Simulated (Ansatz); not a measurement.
**Electron-phonon data for ZrRu (Pm-3m)**

```yaml
crystal:
  lattice:
    - [3.23222, 0.00000, 0.00000]
    - [0.00000, 3.23222, 0.00000]
    - [0.00000, 0.00000, 3.23222]
  atoms:
    - { symbol: Zr, position: [0.50000, 0.50000, 0.50000] }
    - { symbol: Ru, position: [0.00000, 0.00000, 0.00000] }
```

All values below come from PBEsol, DFPT electron-phonon coupling, linearised Boltzmann equation (plane waves, PAW, scalar-relativistic; Ansatz, a quantum-chemistry and plane-wave program). How the cell was made: relaxed with this functional, without spin-orbit coupling.

* **resistivity at 800 K**: 18.1 μΩ·cm
* **electron mean free path at 800 K (weighted by the current that each state carries)**: 10.9 nm
* **electron-phonon coupling λ**: 0.171
* **transport coupling λ_tr**: 0.166
* **logarithmic mean phonon energy**: 21 meV
* **Hall coefficient at 800 K**: 85 ×10⁻¹¹ m³/C

A metal at this level (no band gap). Only scattering by harmonic phonons is included (no impurities, grain boundaries, electron-electron scattering or thermal expansion). Spin-orbit coupling is left out. The run warned that the eigensolver left some states short of its tolerance. Halving the electron mesh (28x28x28) moves the resistivity by up to 13 % at 800 K, the mean free path by up to 9 %, the coupling by up to 3 %. Smearing 0.20 eV; phonons on a 4x4x4 q mesh, which this run doesn't test.

Formula and space group known from diffraction (Crystallography Open Database), not checked to be the room-temperature form: ZrRu (Pm-3m).
